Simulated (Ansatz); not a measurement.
Take BN in the zinc blende structure (space group F-43m, No. 216) as the base.

```yaml
crystal:
  lattice:
    - [0.00000, 1.81236, 1.81236]
    - [1.81236, 0.00000, 1.81236]
    - [1.81236, 1.81236, 0.00000]
  atoms:
    - { symbol: N, position: [0.75000, 0.75000, 0.75000] }
    - { symbol: B, position: [0.00000, 0.00000, 0.00000] }
```

The values are results of Ansatz (a quantum-chemistry and plane-wave program) PBE, spin-orbit coupling left out, not measurements.

For the base:

- Volume per atom: 5.95 Å³
- Band gap: 4.46 eV

Modification: a hydrostatic pressure of 7.5 GPa.

Q: Estimate the effect on the volume per atom and band gap.

A: The volume per atom drops by 0.11 Å³ (5.95 Å³ → 5.84 Å³); the band gap grows by 0.02 eV to 4.48 eV.

Load acts through the strain it causes; cell and atoms are relaxed under it. Stability against distortions was not tested. Competing high-pressure phases were not computed.
